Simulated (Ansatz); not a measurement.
## A computed series for Ir: response to strain

The reference is Ir in the fcc (Cu type) structure (space group Fm-3m, No. 225; relaxed with 0.1 eV smearing).

```yaml
crystal:
  lattice:
    - [0.00000, 1.90592, 1.90592]
    - [1.90592, 0.00000, 1.90592]
    - [1.90592, 1.90592, 0.00000]
  atoms:
    - { symbol: Ir, position: [0.00000, 0.00000, 0.00000] }
```

Cartesian axes are those of the cell as printed.

Strains are applied to the cell and any free atomic positions relax; under biaxial strain the out-of-plane vector relaxes too.

Calculations: Ansatz (a quantum-chemistry and plane-wave program), LDA, PAW, cutoff 420 eV, scalar-relativistic without spin-orbit coupling.

Candidates:
(a) biaxial strain +2.50 %, plane normal [001], relaxed out of plane
(b) biaxial strain −2.00 %, plane normal [001], relaxed out of plane
(c) biaxial strain −3.00 %, plane normal [001], relaxed out of plane

Notes on the quantities. energy relative to the base: free energy F.

**Question.** Order them by energy relative to the base, highest first.

**Answer.** (c) biaxial strain −3.00 %, plane normal [001], relaxed out of plane (+62 meV/atom), (a) biaxial strain +2.50 %, plane normal [001], relaxed out of plane (+36 meV/atom), (b) biaxial strain −2.00 %, plane normal [001], relaxed out of plane (+27 meV/atom)

Stability against distortions was not tested. All final runs are without spin polarisation.
